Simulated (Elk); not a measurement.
Elk is run on CuPb₃ (Pm-3m, 4 atoms in the cell), and the run fails. The aim is a self-consistent single point with DFT, PBEsol, all-electron FP-LAPW, Elk's shipped species files, default APW+lo basis.

Cell that was meant: a = 4.7603 Å, b = 4.7603 Å, c = 4.7603 Å, α = 90.00°, β = 90.00°, γ = 90.00°.

Part of the input:

```

rgkmax
  7.0

nempty
  0

stype
  1
```

The program printed (abridged):

```
│ Elk code version 10.2.4 started │

Error(readinput): nempty <= 0 :    0.000000000
```

Q: Read the log: what does the program object to, and what is the fix?

A: The fault is too few bands; here the program stops on it instead of giving results. To fix it, raise the band count or leave it to the default. The program stopped before any SCF iteration.

The sound input it was made from differs as follows (other fixes are possible):
```diff
-
-nempty
-  0
```

With that input, the run converged in 18 iterations: total energy -1753040.4684 eV; Fermi level (on the code's own zero) 5.94 eV (DFT, PBEsol, all-electron FP-LAPW, Elk's shipped species files, default APW+lo basis).

On the sound input: the starting cell comes from a database of computed structures (which also holds hypothetical and non-ambient phases and stackings), without a prior relaxation at this level. Spin polarisation is off. Values depend on the basis (sphere radii, cutoffs, local orbitals), which need not be converged. Without a gap this mesh is coarse (it stands for a supercell whose shortest vector is 14 Å).
